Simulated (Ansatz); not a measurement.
Here is the system:

```
InAgTe2
1.0
   -3.28433     3.28433     6.59720
    3.28433    -3.28433     6.59720
    3.28433     3.28433    -6.59720
In Te Ag
2 4 2
Direct
  0.50000   0.50000   0.00000
  0.25000   0.75000   0.50000
  0.37500   0.36967   0.49467
  0.63033   0.12500   0.00533
  0.87500   0.88033   0.50533
  0.11967   0.62500   0.99467
  0.00000   0.00000   0.00000
  0.75000   0.25000   0.50000
```

No spin polarisation.

Calculations: Kohn–Sham DFT with the PBE functional, run in Ansatz (a first-principles code) with PAW and 420 eV plane waves, no spin-orbit coupling. k-mesh 7×7×7 (Γ-centred); smearing 0.05 eV (Fermi–Dirac).

### Question
Predict the pressure and space group.

### Answer
The pressure (mean of the normal stresses, compression positive) is -0.5 GPa. The space group is I-42d (No. 122).

The cells carry an imposed strain or load. Whether these cells are dynamically stable was not tested. All final runs are without spin polarisation. The cell was made from InAgTe2 in the chalcopyrite structure (space group I-42d, No. 122) by this change: uniaxial strain ε_zz = +1.50 %.
